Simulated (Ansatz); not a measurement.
The parent structure is Ru in the hcp (Mg type) structure (space group P6_3/mmc, No. 194; a = 2.704 Å, c = 4.263 Å; relaxed with 0.1 eV smearing). Axes: x lies along a and z along c of the hexagonal cell.

Method: r2SCAN (Ansatz, an electronic-structure program), no spin-orbit coupling.

Now apply this change: tensor shear ε_xz = +1.43 % (engineering shear γ = 0.0286), atoms relaxed at fixed cell.

Question: Predict the stress tensor and what it implies for the stiffness.

Answer: Stress of the strained cell less that of the base (GPa, compression positive):
```
    0.2     0.0    -5.6
    0.0     0.1     0.0
   -5.6     0.0     0.5
```

Then −Δσ/γ with γ = 2ε = 0.0286 gives secant stiffness values (nonlinear terms included at this strain): C55 ≈ 195 GPa.

As a check, the harmonic strain energy −½ V₀ Δσ:ε is 6.7 meV/atom; the computed energy rise is 6.8 meV/atom.

Whether these cells are dynamically stable was not tested. All final runs are without spin polarisation.
